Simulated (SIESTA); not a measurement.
SIESTA run on MgTl (Pm-3m, 2 atoms in the cell): self-consistent single point.

Computed with SIESTA with GGA PBEsol with spin-orbit coupling, numerical atomic orbitals DZP, PseudoDojo PBEsol fully relativistic norm-conserving potentials (rewritten from UPF to PSML).

```xyz
2
Lattice="3.6378 0.0000 0.0000 0.0000 3.6378 0.0000 0.0000 0.0000 3.6378" Properties=species:S:1:pos:R:3 pbc="T T T"
Mg     0.0000     0.0000     0.0000
Tl     1.8189     1.8189     1.8189
```

Reference input (self-consistent single point, DFT, GGA PBEsol, numerical atomic orbitals DZP, PseudoDojo PBEsol standard norm-conserving potentials (rewritten from UPF to PSML)): XC.functional = GGA; XC.authors = PBEsol; potentials = PseudoDojo PBEsol standard; PAO.BasisSize = DZP; PAO.EnergyShift = 0.01 Ry; MeshCutoff = 300 Ry; kgrid.MonkhorstPack = 7 7 7; OccupationFunction = MP; OccupationMPOrder = 0; ElectronicTemperature = 0.272 eV; MaxSCFIterations = 150; SCF.Mixer.Method = Broyden. This run's input differs from it in these lines:

```diff
@@ -1,2 +1,2 @@
-# files in the folder: Mg.psml Tl.psml (PseudoDojo PBEsol standard)
+# files in the folder: Mg.psml Tl.psml (PseudoDojo PBEsol fully relativistic)
 SystemName  MgTl
@@ -35,2 +35,7 @@
 ElectronicTemperature        0.272 eV
+Spin                         spin-orbit
+%block DM.InitSpin
+  1 0.00 0.00 0.00
+  2 0.00 0.00 0.00
+%endblock DM.InitSpin
```

Output, abridged:

```
        iscf     Eharris(eV)        E_KS(eV)     FreeEng(eV)     dDmax    Ef(eV) dHmax(eV)
   scf:    1    -3254.994334    -3259.121009    -3259.156245  0.707478 -2.884120  4.246684
     spin moment: {S} , |S| = {   -0.00000   -0.00000    0.00000 }     0.00000
   scf:    2    -3259.462033    -3259.291932    -3259.327787  0.036932 -2.934319  3.329964
     spin moment: {S} , |S| = {   -0.00000   -0.00000    0.00000 }     0.00000
   scf:    3    -3259.552998    -3259.435867    -3259.472986  0.076708 -3.043750  0.719869
     spin moment: {S} , |S| = {   -0.00000    0.00000    0.00000 }     0.00000
   [... lines left out ...]
     spin moment: {S} , |S| = {   -0.00000   -0.00000   -0.00000 }     0.00000
   scf:    7    -3259.439787    -3259.440000    -3259.477577  0.000159 -3.037115  0.004097
     spin moment: {S} , |S| = {    0.00000    0.00000    0.00000 }     0.00000
   scf:    8    -3259.439971    -3259.440004    -3259.477577  0.000084 -3.037626  0.000263
     spin moment: {S} , |S| = {    0.00000   -0.00000    0.00000 }     0.00000
   scf:    9    -3259.440004    -3259.440004    -3259.477577  0.000003 -3.037679  0.000191
     spin moment: {S} , |S| = {   -0.00000   -0.00000   -0.00000 }     0.00000
SCF Convergence by DM+H criterion
max |DM_out - DM_in|         :     0.0000033592
max |H_out - H_in|      (eV) :     0.0001906254
SCF cycle converged after 9 iterations

Using DM_out to compute the final energy and forces

siesta: E_KS(eV) =            -3259.4400

siesta: E_KS - E_eggbox =     -3259.4400

siesta: Atomic forces (eV/Ang):
     1    0.000000    0.000000    0.000000
     2   -0.000000   -0.000000   -0.000000
   Tot   -0.000000   -0.000000   -0.000000
   Max    0.000000
   Res    0.000000    sqrt( Sum f_i^2 / 3N )
   Max    0.000000    constrained

Stress tensor Voigt[x,y,z,yz,xz,xy] (kbar):      -18.18      -18.18      -18.18       -0.00       -0.00        0.00
(Free)E + p*V (eV/cell)    -3258.9312
Target enthalpy (eV/cell)    -3259.4776

siesta: Program's energy decomposition (eV):
siesta: Enl(+so)=      -765.381479
   [... lines left out ...]
siesta: FreeEng =     -3259.477577
siesta: Cell volume =         48.141149 Ang**3
siesta:          18.18240885         18.18240920  kBar
   [... lines left out ...]

Total              23.00000   0.00000     -0.000  -0.000   0.000

Mulliken Atomic Populations:
Atom #   charge [q] valence [e]           S      Sx [e]      Sy [e]      Sz [e]  Species
     1     0.728209    9.271791    0.000000   -0.000000   -0.000000    0.000000  Mg
     2    -0.728209   13.728209    0.000000    0.000000   -0.000000   -0.000000  Tl
 Total    -0.000000                0.000000   -0.000000   -0.000000    0.000000
```

The run converged in 9 iterations. Against the reference run the pressure goes from 2.09 to 1.82 GPa. The full log also holds: “initDM: WARNING: atom 1 has a closed-shell and cannot be polarized”.

The starting cell comes from a database of computed structures (which also holds hypothetical and non-ambient phases and stackings), without a prior relaxation at this level. Values carry the incompleteness of an atom-centred basis.

Cost on one core of a shared machine: roughly 40 s.
